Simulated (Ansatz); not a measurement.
Start from SiC (space group P6_3mc, No. 186; a = 3.0781 Å, c = 10.0760 Å). Axes: x lies along a and z along c of the hexagonal cell.

The values are results of PBEsol in Ansatz (plane waves to 420 eV, PAW, no SOC), not measurements.

Strains are applied to the cell and any free atomic positions relax.

One change was made to it. Results:

The smallest direct gap falls by 0.119 eV to 3.13 eV; the band gap shrinks by 0.195 eV to 1.92 eV; the energy increases by 15 meV/atom; the valence-band top at Γ (three highest levels, from the VBM) changes from 0.00, 0.00, -0.05 eV to 0.00, 0.00, -0.32 eV.

Question: Name the change that was made.
(A) uniaxial strain ε_zz = +3.00 %
(B) uniaxial strain ε_zz = +0.75 %
(C) uniaxial strain ε_zz = +1.50 %

Answer: A, uniaxial strain ε_zz = +3.00 %. For comparison, the band gap in the other runs: uniaxial strain ε_zz = +1.50 % gives 2.02 eV; uniaxial strain ε_zz = +0.75 % gives 2.07 eV.

Semilocal Kohn–Sham gaps tend to fall short of experiment. Whether these cells are dynamically stable was not tested.

Ansatz is a program for electronic structure.
